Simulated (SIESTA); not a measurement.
## Worked example: self-consistent single point of LiNbFeO₄ (C2/m, 14 atoms in the cell) in SIESTA

Method of the run: SIESTA with GGA PBEsol+U, numerical atomic orbitals DZP, PseudoDojo PBEsol standard norm-conserving potentials (rewritten from UPF to PSML).

The input file:

```
# files in the folder: Li.psml Nb.psml Fe.psml O.psml (PseudoDojo PBEsol standard)
SystemName  LiNbFeO4
SystemLabel LiNbFeO4

NumberOfAtoms                14
NumberOfSpecies              4
%block ChemicalSpeciesLabel
  1 3 Li
  2 41 Nb
  3 26 Fe
  4 8 O
%endblock ChemicalSpeciesLabel
LatticeConstant              1.0 Bohr
%block LatticeVectors
     9.984970802   -5.717421192    0.000000000
     9.984970802    5.717421192    0.000000000
    -6.563663227    0.000000000    9.380534342
%endblock LatticeVectors
AtomicCoordinatesFormat      ScaledCartesian
%block AtomicCoordinatesAndAtomicSpecies
     6.906031940   -0.000000000    1.339071277  1
     6.500246437    0.000000000    8.041463065  1
     1.710653787   -2.858710596    4.690267171  2
     1.710653787    2.858710596    4.690267171  2
    -3.281831614    0.000000000    4.690267171  3
     0.000000000    0.000000000    0.000000000  3
     8.691515046    3.093239213    2.585181459  4
     4.714763331   -3.093239213    6.795352883  4
     4.714763331    3.093239213    6.795352883  4
     8.691515046   -3.093239213    2.585181459  4
     3.205955035    0.000000000    2.697654066  4
    10.200323342    0.000000000    6.682880276  4
     0.350827167    0.000000000    6.778092700  4
    13.055451209    0.000000000    2.602441643  4
%endblock AtomicCoordinatesAndAtomicSpecies

XC.functional                GGA
XC.authors                   PBEsol
PAO.BasisSize                DZP
PAO.EnergyShift              0.005 Ry
PAO.Polarization.NonPerturbative true
MeshCutoff                   400 Ry
%block kgrid.MonkhorstPack
    5   0   0  0.0
    0   5   0  0.0
    0   0   5  0.0
%endblock kgrid.MonkhorstPack
OccupationFunction           FD
ElectronicTemperature        10.0 meV
Spin                         polarized
%block DM.InitSpin
  1 +0.00
  2 +0.00
  3 +0.00
  4 +0.00
  5 +4.00
  6 +4.00
  7 +0.00
  8 +0.00
  9 +0.00
  10 +0.00
  11 +0.00
  12 +0.00
  13 +0.00
  14 +0.00
%endblock DM.InitSpin
DFTU.ProjectorGenerationMethod 2
DFTU.CutoffNorm              0.9
DFTU.FirstIteration          true
%block DFTU.proj
  Fe 1
  n=3 2
  5.30 0.00
  0.00 0.00
%endblock DFTU.proj

MaxSCFIterations             150
SCF.Mixer.Method             Pulay
SCF.Mixer.Weight             0.1
SCF.Mixer.History            8
SCF.DM.Tolerance             1.0E-05
Diag.ParallelOverK           true
WriteForces                  true
Charge.Mulliken              end
```

Output (repeated stretches shortened):

```
reinit: Reading from file input.fdf

reinit: System Name: LiNbFeO4
reinit: System Label: LiNbFeO4

NOTE on units for spin output:
{S} is the spin magnetic moment, in units of the Bohr magneton,
assuming a g-factor for the electron spin of exactly 2.
The spin magnetic moment is then numerically equal to the charge inbalance,
in units of electrons, between the spin-up and -down channels.

coor:   Atomic-coordinates input format  =     Cartesian coordinates
coor:                                          (in units of alat)

siesta: Atomic coordinates (Bohr) and species
siesta:      6.90603  -0.00000   1.33907  1        1
siesta:      6.50025   0.00000   8.04146  1        2
siesta:      1.71065  -2.85871   4.69027  2        3
siesta:      1.71065   2.85871   4.69027  2        4
siesta:     -3.28183   0.00000   4.69027  3        5
siesta:      0.00000   0.00000   0.00000  3        6
siesta:      8.69152   3.09324   2.58518  4        7
siesta:      4.71476  -3.09324   6.79535  4        8
siesta:      4.71476   3.09324   6.79535  4        9
siesta:      8.69152  -3.09324   2.58518  4       10
siesta:      3.20596   0.00000   2.69765  4       11
siesta:     10.20032   0.00000   6.68288  4       12
siesta:      0.35083   0.00000   6.77809  4       13
siesta:     13.05545   0.00000   2.60244  4       14

siesta: System type = bulk

initatomlists: Number of atoms, orbitals, and projectors:     14   192   192

siesta: ******************** Simulation parameters ****************************
redata: Spin configuration                          = collinear
redata: Time-Reversal Symmetry                      = T
redata: Number of Atomic Species                    =        4
redata: Mesh Cutoff                                 =   400.0000 Ry
redata: Net charge of the system                    =     0.0000 |e|
redata: Min. number of SCF Iter                     =        0
   [... lines left out ...]

superc: Internal auxiliary supercell:     5 x     5 x     7  =     175
superc: Number of atoms, orbitals, and projectors:   2450  33600  33600

                        Single-point calculation

superc: Internal auxiliary supercell:     5 x     5 x     7  =     175
superc: Number of atoms, orbitals, and projectors:   2450  33600  33600

outcell: Unit cell vectors (Ang):
        5.283819   -3.025529    0.000000
        5.283819    3.025529    0.000000
       -3.473341    0.000000    4.963965

outcell: Cell vector modules (Ang)   :    6.088725    6.088725    6.058469
outcell: Cell angles (23,13,12) (deg):    119.8357    119.8357     59.5911
outcell: Cell volume (Ang**3)        :    158.7113
new_DM -- step:     1
Initializing Density Matrix...

Attempting to read DM from file... Failed...
DM filled with atomic data (user-defined):

InitMesh: MESH = 60 x 60 x 60 = 216000
InitMesh: Mesh cutoff (required, used) =   400.000   403.782 Ry
hubbard_term: recalculating local occupations    1
hubbard_term: maximum change in local occup.    0.924272
hubbard_term: recalculating Hamiltonian

stepf: Fermi-Dirac step function
hubbard_term: recalculating local occupations    1
hubbard_term: maximum change in local occup.    0.159830
hubbard_term: recalculating Hamiltonian
        iscf     Eharris(eV)        E_KS(eV)     FreeEng(eV)     dDmax    Ef(eV) dHmax(eV)
   scf:    1   -13997.476614   -14129.694824   -14129.696297  0.831179 -2.316340 22.515763
     spin moment: {S} , |S| = {        0.0        0.0    9.29995 }     9.29995
   scf:    2   -14179.653516   -14156.917817   -14156.919386  0.130206 -2.917891 13.317375
     spin moment: {S} , |S| = {        0.0        0.0    8.41366 }     8.41366
   scf:    3   -14183.874941   -14179.643522   -14179.644374  0.221467 -4.383862  4.542544
     spin moment: {S} , |S| = {        0.0        0.0    8.00000 }     8.00000
   scf:    4   -14153.673436   -14172.416883   -14172.418252  0.316185 -4.132366 13.684873
     spin moment: {S} , |S| = {        0.0        0.0    9.20000 }     9.20000
   scf:    5   -14181.886957   -14180.968699   -14180.970713  0.227501 -4.472176  1.099375
     spin moment: {S} , |S| = {        0.0        0.0    8.30520 }     8.30520
   scf:    6   -14176.768367   -14179.547106   -14179.549205  0.057499 -4.199724  3.131379
   [... lines left out ...]
hubbard_term: maximum change in local occup.    0.000660
   scf:   98   -14181.645357   -14181.645356   -14181.645357  0.000083 -5.479438  0.000403
     spin moment: {S} , |S| = {        0.0        0.0    8.00000 }     8.00000
hubbard_term: recalculating local occupations   53
hubbard_term: maximum change in local occup.    0.000692
   scf:   99   -14181.645336   -14181.645336   -14181.645336  0.000038 -5.479513  0.000437
     spin moment: {S} , |S| = {        0.0        0.0    8.00000 }     8.00000
hubbard_term: recalculating local occupations   54
hubbard_term: maximum change in local occup.    0.000626
   scf:  100   -14181.645383   -14181.645382   -14181.645383  0.000076 -5.479422  0.000205
     spin moment: {S} , |S| = {        0.0        0.0    8.00000 }     8.00000
hubbard_term: recalculating local occupations   55
hubbard_term: maximum change in local occup.    0.000626
   scf:  101   -14181.645374   -14181.645374   -14181.645374  0.000003 -5.479434  0.000159
     spin moment: {S} , |S| = {        0.0        0.0    8.00000 }     8.00000
SCF Convergence by DM+H criterion
max |DM_out - DM_in|         :     0.0000033041
max |H_out - H_in|      (eV) :     0.0001590458
DFT+U population converged by dTol_pop criteria:
max |pop(DFT+U)_i - pop(DFT+U)_j|:     0.0006255674
SCF cycle converged after 101 iterations

Using DM_out to compute the final energy and forces
hubbard_term: recalculating local occupations   56
hubbard_term: maximum change in local occup.    0.000626
hubbard_term: recalculating Hamiltonian and forces

siesta: E_KS(eV) =           -14181.6457

siesta: E_KS - E_eggbox =    -14181.6457

siesta: Atomic forces (eV/Ang):
     1    0.014861    0.000000    0.008400
     2   -0.014861   -0.000000   -0.008400
     3   -0.000000    0.000000    0.000000
     4   -0.000000   -0.000000    0.000000
     5   -0.000000   -0.000000   -0.000000
     6   -0.000000   -0.000000   -0.000000
     7   -0.860782   -0.239084   -0.582776
     8    0.860782    0.239084    0.582776
     9    0.860782   -0.239084    0.582776
    10   -0.860782    0.239084   -0.582776
    11    0.633889   -0.000000   -0.708586
    12   -0.633889    0.000000    0.708586
    13   -0.457044   -0.000000    0.830516
    14    0.457044    0.000000   -0.830516
   Tot   -0.000000   -0.000000    0.000000
   Max    0.860782
   Res    0.440688    sqrt( Sum f_i^2 / 3N )
   Max    0.860782    constrained

Stress tensor Voigt[x,y,z,yz,xz,xy] (kbar):      -84.84      -96.92      -79.18       -0.00       -7.20       -0.00
(Free)E + p*V (eV/cell)   -14173.0295
Target enthalpy (eV/cell)   -14181.6457

siesta: Program's energy decomposition (eV):
siesta: Ebs     =     -2984.597878
siesta: Eions   =     21158.800300
siesta: Ena     =      3521.505753
siesta: Ekin    =      6849.104409
siesta: Enl     =      -795.230831
siesta: Eso     =         0.000000
siesta: Edftu   =         3.440526
siesta: DEna    =        47.785821
siesta: DUscf   =         9.410805
siesta: DUext   =         0.000000
siesta: Ex      =     -2480.800959
siesta: Ec      =      -178.060960
siesta: Exc     =     -2658.861919
siesta: Eharris =    -14181.645374
siesta: Etot    =    -14181.645736
siesta: FreeEng =    -14181.645736

   [... lines left out ...]
siesta: Cell volume =        158.711340 Ang**3
siesta:          86.97962505         82.14112777  kBar
   [... lines left out ...]
   6  5.447   0.966   0.110  -0.022   0.991   0.988   0.995   0.075   0.083
              0.091   0.869   0.226   0.037   0.073   0.037  -0.046  -0.018

             -0.003  -0.003  -0.002

Species: O
Atom  Qatom  Qorb
               2s      2s      2py     2pz     2px     2py     2pz     2px
               3dxy    3dyz    3dz2    3dxz    3dx2-y2
   7  3.365   0.915  -0.018   0.972   0.944   0.917  -0.156  -0.129  -0.105
              0.006   0.007   0.008   0.000   0.003
   8  3.365   0.915  -0.018   0.972   0.944   0.917  -0.156  -0.129  -0.105
   [... 13 lines left out ...]

mulliken: Qtot =       52.000

Mulliken Atomic Populations:
Atom #   charge [q] valence [e]      Sz [e]  Species
     1     0.294650    2.705350   -0.004777  Li
     2     0.294650    2.705350   -0.004777  Li
     3     1.394108   11.605892   -0.022969  Nb
     4     1.394108   11.605892   -0.022969  Nb
     5     1.201497   14.798503    3.905082  Fe
     6     1.201982   14.798018    3.904457  Fe
     7    -0.765435    6.765435    0.035575  O
     8    -0.765435    6.765435    0.035575  O
     9    -0.765435    6.765435    0.035575  O
    10    -0.765435    6.765435    0.035575  O
    11    -0.679782    6.679782    0.025918  O
    12    -0.679782    6.679782    0.025918  O
    13    -0.679845    6.679845    0.025908  O
    14    -0.679845    6.679845    0.025908  O
 Total     0.000000                8.000000
```

The run converged in 101 iterations.

The starting cell comes from a database of computed structures (which also holds hypothetical and non-ambient phases and stackings), without a prior relaxation at this level. Its lattice was rescaled by a random factor within 2.5 % of one. The magnetic order is the one reached from the typed start; others were not searched systematically. With U or open f shells several self-consistent states can exist. Values carry the incompleteness of an atom-centred basis. With a pressure of about 9 GPa the cell is away from its equilibrium volume at this level. Forces in this geometry exceed 1 eV/Å.

Cost on one core of a shared machine: roughly 20 min.
